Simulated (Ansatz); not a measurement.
## A computed series for BeSe: pressure series

Base system: BeSe in the zinc blende structure (space group F-43m, No. 216; a = 5.129 Å).

Cell and atoms are relaxed at each pressure.

Computed with DFT with PBEsol, PAW potentials and a 420 eV plane-wave cutoff in Ansatz (a program for electronic structure), no spin-orbit coupling.

```tsv
pressure (GPa)	volume per atom (Å³/atom)
-2	17.315
-1	17.082
0	16.865
2.1	?
4.5	16.020
9	15.347
15	14.616
22.5	13.884
30	13.287
```

Question: Fit the third-order Birch–Murnaghan form P(V) = (3B₀/2)[(V₀/V)^(7/3) − (V₀/V)^(5/3)]·[1 + (3/4)(B₀′ − 4)((V₀/V)^(2/3) − 1)] (squares taken in P) to the rows shown and predict the withheld row.

Answer: Least squares on the printed values gives V₀ = 16.864 Å³/atom, B₀ = 79.7 GPa, B₀′ = 3.8; this predicts 16.445 Å³/atom, and the run gives 16.445 Å³/atom, in agreement.

Load acts through the strain it causes; cell and atoms are relaxed under it. Whether these cells are dynamically stable was not tested. Competing high-pressure phases were not computed.
